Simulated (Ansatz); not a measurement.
# Lattice parameter c of Al₂Cu (model structure, started from the MoSi2 type, I4/mmm, No. 139, 3 atoms in the cell) at several levels of theory

No measured value is used here.

```json
[
 {"level (code)": "PBE (Ansatz)", "value (Å)": "…"},
 {"level (code)": "PBEsol (Ansatz)", "value (Å)": "7.679"},
 {"level (code)": "PBE-D3(BJ) (Ansatz)", "value (Å)": "7.684"}
]
```

Question: What belongs in the gaps?

Answer: 
- PBE (Ansatz, an electronic-structure program), value (Å): 7.705

Ansatz's density-functional and Hartree–Fock values are scalar-relativistic unless marked +SOC, with PAW data made under PBE.

A model structure was made by putting elements into a prototype or built by hand; it is no filed structure, need not be a known phase, and can be a saddle point held by its symmetry.
